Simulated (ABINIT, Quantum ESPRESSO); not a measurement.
A Quantum ESPRESSO input for a self-consistent single point of IrRh₃ (I4/mmm, 4 atoms in the cell) (DFT, LDA (PZ), plane waves, GBRV 1.5 ultrasoft (LDA) pseudopotentials):

```fortran
&CONTROL
    calculation = 'scf',
    prefix = 'IrRh3',
    outdir = './tmp/',
    pseudo_dir = './',
    tprnfor = .true.,
    tstress = .true.,
/
&SYSTEM
    ibrav = 0,
    nat = 4,
    ntyp = 2,
    ecutwfc = 40,
    ecutrho = 320,
    occupations = 'smearing',
    smearing = 'gaussian',
    degauss = 0.0099958,
/
&ELECTRONS
    conv_thr = 1e-10,
    mixing_beta = 0.7,
/
ATOMIC_SPECIES
Ir   192.2170  ir_lda_v1.2.uspp.F.UPF
Rh   102.9055  rh_lda_v1.4.uspp.F.UPF
ATOMIC_POSITIONS {crystal}
Ir    0.0000000000    0.0000000000    0.0000000000
Rh    0.7500000000    0.2500000000    0.5000000000
Rh    0.2500000000    0.7500000000    0.5000000000
Rh    0.5000000000    0.5000000000    0.0000000000
K_POINTS {automatic}
10 10 10  0 0 0
CELL_PARAMETERS {angstrom}
  -1.9067800000     1.9067800000     3.8194850000
   1.9067800000    -1.9067800000     3.8194850000
   1.9067800000     1.9067800000    -3.8194850000
```

Task: Translate this input to ABINIT.

Result: This is the input that was run; spellings and numerical settings could be chosen otherwise.

```
# IrRh3, PseudoDojo nc-sr-04 LDA standard
pp_dirpath "./"
pseudos "Ir.upf, Rh.upf"
acell 4.6754770454 4.6754770454 4.6754770454 Angstrom
rprim
        -0.4078257644    0.4078257644    0.8169187792
         0.4078257644   -0.4078257644    0.8169187792
         0.4078257644    0.4078257644   -0.8169187792
natom 4
ntypat 2
znucl 77 45
typat 1 2 2 2
xcart
         0.0000000000    0.0000000000    0.0000000000
        -0.0000000000    3.6032919799    3.6088902936
         3.6032919799   -0.0000000000    3.6088902936
        -0.0000000000   -0.0000000000    7.2177805871
ecut 88 Ry
occopt 7
tsmear 0.136 eV
nband 43
kptopt 1
ngkpt 10 10 10
nshiftk 1
shiftk 0 0 0
nstep 50
tolvrs 1.0e-12
prtwf 0
prtden 0
prtvol 1
enunit 2
```

Basis, cutoffs, solver keys and any potentials are the target program's own. This input uses DFT, LDA (PW92), plane waves, norm-conserving pseudopotentials (PseudoDojo nc-sr-04 LDA standard). LDA parametrisations can differ slightly between programs. Both were run: pressure -12.87 GPa in Quantum ESPRESSO and -11.77 in ABINIT.

On Quantum ESPRESSO: the starting cell comes from a database of computed structures (which also holds hypothetical and non-ambient phases and stackings), without a prior relaxation at this level. Spin polarisation is off. With a pressure of about -13 GPa the cell is away from its equilibrium volume at this level.

On ABINIT: the starting cell comes from a database of computed structures (which also holds hypothetical and non-ambient phases and stackings), without a prior relaxation at this level. Spin polarisation is off. With a pressure of about -12 GPa the cell is away from its equilibrium volume at this level.
